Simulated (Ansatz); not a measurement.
**ZnS: thickness series**

Start from ZnS in the wurtzite structure (space group P6_3mc, No. 186).

```
ZnS
1.0
    3.78216     0.00000     0.00000
   -1.89108     3.27544     0.00000
    0.00000     0.00000     6.20766
Zn S
2 2
Direct
  0.66667   0.33333   0.99968
  0.33333   0.66667   0.49968
  0.66667   0.33333   0.62552
  0.33333   0.66667   0.12552
```

Cartesian axes are those of the cell as printed.

Free-standing slabs (4 atom(s) a layer) normal to the y axis with 15 Å of vacuum; in-plane cell held at bulk.

Calculations: PBEsol in Ansatz (plane waves to 420 eV, PAW, no SOC).

Candidates:
(a) 4 layers
(b) 3 layers
(c) 1 layer
(d) 2 layers

For the base:

| Quantity | Result |
|---|---|
| Band gap | 2.15 eV |

**Question.** Order them by band gap, highest first.

**Answer.** (c) 1 layer (2.78 eV), (d) 2 layers (2.37 eV), (b) 3 layers (2.28 eV), (a) 4 layers (2.23 eV)

Whether these cells are dynamically stable was not tested.

Ansatz is a first-principles code.
